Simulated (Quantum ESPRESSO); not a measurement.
A self-consistent single point of NaF (Fm-3m, 2 atoms in the cell) with Quantum ESPRESSO.

Level of theory: PBEsol, PseudoDojo standard norm-conserving (PBESOL) pseudopotentials (plane waves; Quantum ESPRESSO).

```
NaF
1.0
    0.00000     2.28590     2.28590
    2.28590     0.00000     2.28590
    2.28590     2.28590     0.00000
Na F
1 1
Direct
  0.00000   0.00000   0.00000
  0.50000   0.50000   0.50000
```

Reference input (self-consistent single point, DFT, PBEsol, plane waves, PseudoDojo standard norm-conserving (PBESOL) pseudopotentials): ecutwfc = 90 Ry; occupations = fixed; potentials = {Na: Na.upf, F: F.upf}; K_POINTS = automatic 10 10 10 0 0 0; nbnd = 14; conv_thr = 1e-10 Ry; mixing_beta = 0.7. This run's input differs from it in these lines:

```diff
@@ -18,3 +18,3 @@
 &ELECTRONS
-    conv_thr = 1e-10
+    conv_thr = 7.3e-05
     mixing_beta = 0.7
```

Output, abridged:

```
     Self-consistent Calculation

     iteration #  1     ecut=    90.00 Ry     beta= 0.70

     total energy              =    -140.53064474 Ry
     estimated scf accuracy    <       0.18529630 Ry

     iteration #  2     ecut=    90.00 Ry     beta= 0.70

     total energy              =    -140.57670601 Ry
     estimated scf accuracy    <       0.15378889 Ry

     iteration #  3     ecut=    90.00 Ry     beta= 0.70

     total energy              =    -140.60855728 Ry
     estimated scf accuracy    <       0.00128276 Ry

     iteration #  4     ecut=    90.00 Ry     beta= 0.70
     End of self-consistent calculation

     highest occupied, lowest unoccupied level (ev):     1.1536    7.5657

!    total energy              =    -140.60876807 Ry
     estimated scf accuracy    <       0.00003677 Ry

     convergence has been achieved in   4 iterations

     Forces acting on atoms (cartesian axes, Ry/au):

     atom    1 type  1   force =    -0.00000000    0.00000000   -0.00000000
     atom    2 type  2   force =    -0.00000000   -0.00000000    0.00000000

     Total force =     0.000000     Total SCF correction =     0.000000

          total   stress  (Ry/bohr**3)                   (kbar)     P=       20.18
   0.00013720  -0.00000000   0.00000000           20.18       -0.00        0.00
  -0.00000000   0.00013720  -0.00000000           -0.00       20.18       -0.00
   0.00000000  -0.00000000   0.00013720            0.00       -0.00       20.18

   JOB DONE.
```

The run converged in 4 iterations. Against the reference run the free energy hardly moves (within 1 meV/atom), the pressure goes from 1.91 to 2.02 GPa and the gap on the mesh hardly changes (6.418 to 6.412 eV).

The starting cell comes from a database of computed structures (which also holds hypothetical and non-ambient phases and stackings), without a prior relaxation at this level.
